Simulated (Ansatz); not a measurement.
Functionals compared on a constructed model of the (111) surface of fcc Pd, a pseudomorphic layer of Mn in the host's stacking (bottom of the slab: a bare face, its two planes held), in Ansatz (plane waves, PAW). The structure was relaxed with PBE; the other rows are single points on it. Cutoff 420 eV.

Slab: 7 atoms, 13.8 Å thick at the start; k 15x15x1, smearing 0.1 eV, dipole-corrected; 2 atoms held, the rest relaxed; symmetry of the start imposed; spin-polarised, ending with about 4.4 μB a cell; orders that need a larger cell were not tried, no spin-orbit, no U. It is one candidate, not shown to be the stable structure of the face. These notes are the PBE run's.

```
functional  work function of the top face (eV)  magnetic moment of the cell (μB)   rough cost of the single point
----------  ----------------------------------  --------------------------------  -------------------------------
PBE                                       4.19                              4.36                                –
RPBE                                         ?                              4.39  around 2.2 core-minutes (rough)
```

Q: Complete the blanks.

A: 
- RPBE, work function of the top face (eV): 4.06

Ansatz is a quantum-chemistry and plane-wave program.
